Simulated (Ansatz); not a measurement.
A computed series for ZnCu: thickness series

The reference is ZnCu in the CsCl type structure (space group Pm-3m, No. 221; a = 2.919 Å). Axes: x, y, z lie along the cube axes.

Free-standing slabs (2 atom(s) a layer) normal to [110] with 15 Å of vacuum; in-plane cell held at bulk.

The values are results of Ansatz (a quantum-chemistry and plane-wave program), r2SCAN, PAW, cutoff 500 eV, scalar-relativistic without spin-orbit coupling, not measurements.

Notes on the quantities. excess energy per area of both faces: slab less bulk energy over the cell's area: twice a surface energy; uncertain by up to 0.2 J/m²; layer's space group: with vacuum.

```tsv
change	excess energy per area of both faces	thickness between the outermost nuclei	layer's space group
1 layer	–	–	Pmmm (No. 47)
2 layers	2.58 J/m²	2.38 Å	Pmma (No. 51)
3 layers	2.7 J/m²	4.29 Å	Pmmm (No. 47)
4 layers	2.7 J/m²	6.51 Å	Pmma (No. 51)
5 layers	2.7 J/m²	8.41 Å	Pmmm (No. 47)
6 layers	2.7 J/m²	10.58 Å	Pmma (No. 51)
7 layers	2.7 J/m²	12.55 Å	Pmmm (No. 47)
```

Slab and bulk use different k-meshes, which limits the precision of the excess energy. No phonon test of stability was made. The final runs are not spin-polarised.
